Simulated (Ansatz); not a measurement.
## Na under a change: pressure 100 GPa

The reference is Na in the bcc (W type) structure (space group Im-3m, No. 229; a = 4.1710 Å).

The change: a hydrostatic pressure of 100 GPa.

Computed with Kohn–Sham DFT with the PBEsol functional, run in Ansatz (a quantum-chemistry and plane-wave program) with PAW and 420 eV plane waves, no SOC, earlier PAW set. Γ-centred 16×16×16 mesh, Fermi–Dirac width 0.05 eV.

* **Volume per atom**: 10.63 Å³ (base 36.28 Å³)
* **Density**: 3.59 g/cm³ (base 1.05 g/cm³)
* **Lattice parameter a**: 2.770 Å (base 4.171 Å)
* **Shortest interatomic distance**: 2.399 Å (base 3.612 Å)
* **Enthalpy H = E + PV relative to the base's energy**: +9.50 eV/atom
* **Band gap**: zero (base zero)

Final structure:

```yaml
crystal:
  lattice:
    - [-1.38521, 1.38521, 1.38521]
    - [1.38521, -1.38521, 1.38521]
    - [1.38521, 1.38521, -1.38521]
  atoms:
    - { symbol: Na, position: [0.00000, 0.00000, 0.00000] }
```

Load acts through the strain it causes; cell and atoms are relaxed under it. Stability against distortions was not tested. Measured, Na leaves this structure (for fcc) near 65 GPa (temperature not stated; as listed in Olga Degtyareva, NATO science for peace and security series. B, Physics and biophysics (2010)).
